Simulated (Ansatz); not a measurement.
Cubic perovskite BaLiF3, treated with PBEsol+SOC (Ansatz, a quantum-chemistry and plane-wave program, plane waves, PAW).

The run printed, among other lines:

```
Crystal: 5 atoms, lattice volume = 62.033 Å³
Basis set: ecut = 520 eV, 1743 PW (Γ), exchange–correlation on 60×60×60 points (8 copies of the dense FFT grid, shifted against one another)
Bands: 44, of which v1, the nominal top of the filled ones, is band 34 counted from 1 (33 counted from 0)
Symmetry: 48 space group operations + 48 with time reversal
k-points: 35 of 512
Initial density: superposition of atomic densities (chi_scale 0.1, normalization cell, long waves kept (reshape's long-wave potential 0.00 eV rms))
Functional: x = pbesol(κ = 0.804, μ = 0.12345679012345678), c = pbesol(β = 0.046)
spin=Noncollinear: Resta preconditioning applied to the charge; magnetization (m_x, m_y, m_z) channels mix plain (no charge-response kernel on spin).
SCF 1 converged in 10 iterations: F = -8480.857226 eV  dr2 = 1.83e-11
SCF converged after 10 iterations
Free energy (F): -8480.857226 eV
Internal energy: -8480.857226 eV  (E = F + TS)
E sigma→0 (E₀):  -8480.857226 eV
Fermi energy:    8.385053 eV
--- Forces (eV/Å), atoms counted from 1 ---
  atom   1  Ba     0.00000000    -0.00000000    -0.00000000
  atom   2  Li    -0.00000000    -0.00000000     0.00000000
  atom   3  F      0.00000000    -0.00000000    -0.00000000
  atom   4  F      0.00000000    -0.00000000     0.00000000
  atom   5  F      0.00000000    -0.00000000     0.00000000
--- Stress (GPa, compression-positive) ---
       -0.004033       0.000000       0.000000
        0.000000      -0.004033       0.000000
        0.000000       0.000000      -0.004033
  P = ⅓ Tr σ = -0.0040 GPa (-0.040 kbar)
```

**Question.** Write an input file that could have produced this run (the log leaves some choices open).

**Answer.** Several could match; the one computed here: 
Ansatz 0.2 input:
```yaml
crystal:
  lattice:
    - [3.958597581, 0.0, 0.0]
    - [0.0, 3.958597581, 0.0]
    - [0.0, 0.0, 3.958597581]
  atoms:
    - { symbol: Ba, position: [0.0, 0.0, 0.0] }
    - { symbol: Li, position: [0.5, 0.5, 0.5] }
    - { symbol: F, position: [0.5, 0.0, 0.5] }
    - { symbol: F, position: [0.0, 0.5, 0.5] }
    - { symbol: F, position: [0.5, 0.5, 0.0] }
basis:
  ecutwfc: 520
  ecutrho_ratio: 4
  xc_grid: 2
kpoints:
  mp_grid: { grid: [8, 8, 8] }
hamiltonian:
  xc: pbesol
  dispersion: none
  pseudopotentials: { kind: paw }
scf:
  occupations: { method: fermi_dirac, width: 0.01 }
  convergence: { dr2_threshold: 0.0000000005 }
output:
  forces: true
  stress: true
  eigenvalues: true
magnetization:
  noncollinear: true
  spin_orbit: true
```

The PAW data were made under PBE.

The result took very roughly 26 core-seconds.
